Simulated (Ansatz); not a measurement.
Defect migration in bixbyite In2O3: interstitial Na, charge state +1. All values below come from PBE, PAW (plane waves to 420 eV; Ansatz, a first-principles code).

Settings: 80 host sites, the relaxed PBE lattice, one k-point at (0.250, 0.250, 0.250), smearing 0.01 eV, spin-restricted, no image-charge correction. Static, classical nuclei. The charge state is imposed; whether it is stable for some Fermi level was not computed. Sites that were not tried may lie lower.

Barriers: single points on a 2×2×2 k-point mesh shifted by half a step at the bands' geometries.

Relaxed starting cell (atoms counted from 1):

```
CELL_PARAMETERS angstrom
     10.28967     0.00000     0.00000
      0.00000    10.28967     0.00000
      0.00000     0.00000    10.28967
ATOMIC_POSITIONS crystal
  In 0.75114 0.24912 0.24933
  In 0.26777 0.26748 0.26825
  In 0.24885 0.75086 0.24989
  In 0.24942 0.24856 0.75161
  In 0.99969 0.24841 0.46674
  In 0.03336 0.50027 0.24987
  In 0.46556 0.49877 0.75089
  In 0.24939 0.03306 0.50104
  In 0.75042 0.46525 0.49953
  In 0.00021 0.75106 0.03473
  In 0.03427 0.99991 0.75182
  In 0.24872 0.46597 0.00016
  In 0.46626 0.99940 0.24919
  In 0.75135 0.03397 0.00068
  In 0.50057 0.24909 0.03382
  In 0.49906 0.75012 0.46602
  O  0.34513 0.61598 0.88967
  O  0.11299 0.34327 0.11811
  O  0.89457 0.15415 0.11648
  O  0.61051 0.15407 0.88257
  O  0.38764 0.34436 0.88435
  O  0.11765 0.11269 0.34404
  O  0.88388 0.38734 0.34512
  O  0.34443 0.38196 0.61139
  O  0.11023 0.15364 0.61886
  O  0.38604 0.39308 0.15464
  O  0.61092 0.34413 0.38272
  O  0.88920 0.34483 0.61674
  O  0.39337 0.15387 0.38651
  O  0.61838 0.10993 0.15441
  O  0.38224 0.61063 0.34489
  O  0.61626 0.88890 0.34560
  O  0.15417 0.38574 0.39385
  O  0.15437 0.88180 0.61098
  O  0.11601 0.89427 0.15490
  O  0.88210 0.61020 0.15485
  O  0.34355 0.11735 0.11345
  O  0.34464 0.88359 0.38811
  O  0.15445 0.11571 0.89505
  O  0.15393 0.61809 0.11070
  In 0.25005 0.74675 0.74803
  In 0.75046 0.75016 0.75093
  In 0.74756 0.24974 0.74751
  In 0.74704 0.74725 0.25051
  In 0.50284 0.74647 0.96472
  In 0.53592 0.00004 0.74969
  In 0.95617 0.98799 0.26378
  In 0.74922 0.53561 0.00081
  In 0.26330 0.95588 0.98877
  In 0.50083 0.25079 0.53731
  In 0.53684 0.50053 0.25155
  In 0.74675 0.96395 0.50330
  In 0.96426 0.50253 0.74722
  In 0.25108 0.53655 0.50130
  In 0.00033 0.74892 0.53639
  In 0.98829 0.26301 0.95665
  O  0.84355 0.11438 0.39158
  O  0.60990 0.84433 0.61835
  O  0.39060 0.65381 0.61747
  O  0.10968 0.65572 0.38240
  O  0.88382 0.83846 0.38819
  O  0.61788 0.60960 0.84510
  O  0.38772 0.88354 0.83923
  O  0.84379 0.88175 0.11403
  O  0.60990 0.65335 0.11804
  O  0.88283 0.89007 0.65663
  O  0.11356 0.84351 0.88252
  O  0.39111 0.84326 0.11515
  O  0.89037 0.65585 0.88330
  O  0.11757 0.60960 0.65413
  O  0.88206 0.11326 0.84427
  O  0.11469 0.39081 0.84402
  O  0.65616 0.88253 0.89083
  O  0.65601 0.38163 0.11016
  O  0.61701 0.39030 0.65458
  O  0.38193 0.10940 0.65648
  O  0.84463 0.61757 0.61037
  O  0.83876 0.38742 0.88430
  O  0.65410 0.61670 0.39107
  O  0.65366 0.11727 0.61037
  Na 0.12026 0.11998 0.12076
```
Cell charge +1.

End state 1 differs by these moves (Å; atoms that move under 0.08 Å are left out):

| atom | element | Δx | Δy | Δz |
|---|---|---|---|---|
| 2 | In | -0.19 | -0.18 | -0.19 |
| 10 | In | 0.03 | -0.15 | 0.00 |
| 11 | In | 0.00 | 0.03 | -0.16 |
| 14 | In | -0.16 | 0.00 | 0.04 |
| 47 | In | 0.09 | 0.08 | 0.00 |
| 49 | In | 0.00 | 0.09 | 0.08 |
| 56 | In | 0.08 | 0.00 | 0.09 |
| 81 | Na | -1.24 | -1.24 | -1.24 |

### Question
What is the computed forward and backward barriers to end state 1 (PBE, PAW)?

### Answer
forward 0.59 eV, backward 0.57 eV; at the saddle point atom 81 has neighbours 3 In at 2.57; 3 O at 2.17 Å. The saddle point's order was not checked, and it lies on a symmetry element of the cell, where a band can be held.

End state 2 differs by these moves (Å; atoms that move under 0.08 Å are left out):

| atom | element | Δx | Δy | Δz |
|---|---|---|---|---|
| 1 | In | -0.16 | -0.04 | 0.05 |
| 2 | In | -0.03 | -0.14 | -0.14 |
| 5 | In | 0.00 | 0.01 | 0.20 |
| 6 | In | 0.01 | 0.13 | 0.04 |
| 18 | O | 0.03 | 0.05 | -0.08 |
| 19 | O | -0.11 | -0.04 | -0.06 |
| 33 | O | -0.03 | -0.05 | -0.06 |
| 47 | In | 0.10 | -0.02 | -0.10 |
| 49 | In | -0.13 | 0.11 | 0.12 |
| 56 | In | 0.12 | -0.14 | -0.01 |
| 63 | O | -0.05 | 0.06 | 0.07 |
| 78 | O | 0.06 | -0.05 | 0.06 |
| 81 | Na | -1.24 | 1.33 | 1.20 |

### Question
What forward and backward barriers to end state 2 does PBE, PAW give?

### Answer
forward 1.02 eV, backward 0.47 eV; at the saddle point atom 81 has neighbours In at 2.59, In at 2.62; O at 2.03, O at 2.05, O at 2.08 Å. The saddle point's order was not checked.
